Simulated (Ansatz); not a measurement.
Consider AlN in the wurtzite structure (space group P6_3mc, No. 186).

```xyz
4
Lattice="3.0888 0.0000 0.0000 -1.5444 2.6750 0.0000 0.0000 0.0000 4.9433" Properties=species:S:1:pos:R:3 pbc="T T T"
Al     0.0000     1.7833     0.0000
Al     1.5444     0.8917     2.4717
N      0.0000     1.7833     1.8883
N      1.5444     0.8917     4.3599
```

Cartesian axes are those of the cell as printed.

Level of theory: LDA (Ansatz, a program for electronic structure), no SOC.

Strains are applied to the cell and any free atomic positions relax; under biaxial strain the out-of-plane vector relaxes too.

One change was made to it. Results:

| quantity | base | after |
|---|---|---|
| band gap | 4.42 eV | 4.29 eV |
| shortest interatomic distance | 3.546 bohr | 3.559 bohr |

Q: Which of these changes matches the shifts?
A) biaxial strain +1.20 %, plane normal [001], relaxed out of plane
B) biaxial strain +0.60 %, plane normal [001], relaxed out of plane
C) biaxial strain +3.00 %, plane normal [001], relaxed out of plane

A: B, biaxial strain +0.60 %, plane normal [001], relaxed out of plane. For comparison, the band gap in the other runs: biaxial strain +1.20 %, plane normal [001], relaxed out of plane gives 4.16 eV; biaxial strain +3.00 %, plane normal [001], relaxed out of plane gives 3.79 eV.

Semilocal Kohn–Sham gaps tend to fall short of experiment. No phonon test of stability was made.
